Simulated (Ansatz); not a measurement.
**Ni on the Si site in metastable 2H silicon carbide**

Method: PBE, PAW (plane waves to 420 eV; Ansatz, an electronic-structure program). A 3×2×2 supercell of 96 sites was used; the energies come from a 2×2×2 shifted sampling of its zone. Site at the start: the Si site. Energies of charged states are corrected for periodic images (point charge plus alignment at distant sites). Dielectric constants: PBE linear response of the host. Host gap at this level: 2.31 eV. Finite-size and sampling errors can reach tenths of an eV here. PBE underestimates the host's gap, which shifts levels and can delocalise carriers. Spin–orbit coupling is left out, and no Hubbard U is applied to the open shells. Each state is the lowest found from its start.

Formation energies E_f are given with the Fermi level at the valence-band maximum. Chemical conditions: C-rich (Δμ(Si) = -0.40 eV, Δμ(Ni) = -0.62 eV, bounded by SiNi2 (Pnma); only phases computed here count, gases as isolated molecules at 0 K); Si-rich (Δμ(Si) = 0.00 eV, Δμ(Ni) = -1.06 eV, bounded by fluorite-type NiSi2; only phases computed here count, gases as isolated molecules at 0 K). Reference phases: Ni: fcc Ni, ferromagnetic, Si: silicon.

| charge | moment (μB) | largest move off a lattice site (Å) | image correction with alignment (eV) | E_f, C-rich (eV) | E_f, Si-rich (eV) | above the lowest spin state (eV) |
|---|---|---|---|---|---|---|
| +1 | 1.0 | 0.06 | 0.19 | 4.35 | 5.19 | 0.00 |
| +1 | 1.0 | 0.06 | 0.19 | 4.35 | 5.19 | 0.00 |
| 0 | 2.0 | 0.08 | 0.00 | 4.62 | 5.46 | 0.00 |
| 0 | not spin-polarised | 0.09 | 0.00 | 4.88 | 5.72 | 0.26 |
| −1 | 3.0 | 0.09 | 0.14 | 5.38 | 6.22 | 0.00 |
| −1 | 3.0 | 0.09 | 0.14 | 5.38 | 6.22 | 0.00 |
| −2 | 2.0 | 0.17 | 0.63 | 7.37 | 8.21 | 0.00 |
| −2† | not spin-polarised | 0.14 | 0.63 | – | – | 0.44 |

† A higher spin state that isn't settled.

Starting moments that weren't kept: charge +1 began with 5 μB and ended with 1.0; charge 0 began with 4 μB and ended with 2.0; charge −1 began with 1 μB and ended with 3.0.

Transition levels above the valence-band maximum: ε(+1/0) = 0.27 eV; ε(0/−1) = 0.76 eV; ε(−1/−2) = 1.99 eV. On the lower envelope of the bound states, inside the gap: (+1/0) at 0.27 eV; (0/−1) at 0.76 eV; (−1/−2) at 1.99 eV.

Flagged in the runs: a host whose relaxation on this sampling wasn't shown to rest.
